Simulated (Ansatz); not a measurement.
## InP (model structure, started from the CsCl type, Pm-3m, No. 221, 2 atoms in the cell): cohesive energy by level of theory

No measured value is used here.

| level (code) | value (eV/atom) | cell (Å³/atom) |
|---|---|---|
| LDA (Ansatz) | 3.43 | 18.99 |
| PBE (Ansatz) | ? | 20.50 |
| PBEsol (Ansatz) | 3.01 | 19.43 |
| PBE-D3(BJ) (Ansatz) | 2.93 | 19.56 |
| r²SCAN (Ansatz) | 2.51 | 20.07 |
| r²SCAN+rVV10 (Ansatz) | ? | 19.80 |

Q: Some entries are withheld; supply them.

A: 
- PBE (Ansatz, a quantum-chemistry and plane-wave program), value (eV/atom): 2.54
- r²SCAN+rVV10 (Ansatz), value (eV/atom): 2.74

Density-functional levels without +SOC have no spin–orbit coupling, which shifts binding energies of heavy elements. Each level is taken at its own relaxed cell. Cutoffs differ between the levels. Ansatz's density-functional and Hartree–Fock values are scalar-relativistic unless marked +SOC, with PAW data made under PBE.

A model structure was made by putting elements into a prototype or built by hand; it is no filed structure, need not be a known phase, and can be a saddle point held by its symmetry.
